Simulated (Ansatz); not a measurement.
The reference is K in the bcc (W type) structure (space group Im-3m, No. 229; a = 5.212 Å).

Calculations: PBEsol in Ansatz (plane waves to 420 eV, PAW, no spin-orbit coupling).

Before the change:

| Item | Value |
|---|---|
| Lattice parameter a | 5.212 Å |

Now apply this change: every K is replaced by Rb; the structure is relaxed again.

Tabulated Pauling electronegativity and covalent radius: K 0.82, 2.03 Å; Rb 0.82, 2.20 Å.

**Question.** Predict the new lattice parameter a.

**Answer.** The lattice parameter a rises by 0.352 Å, from 5.212 Å to 5.564 Å.

No phonon test of stability was made. The final runs are not spin-polarised.

Ansatz is an electronic-structure program.
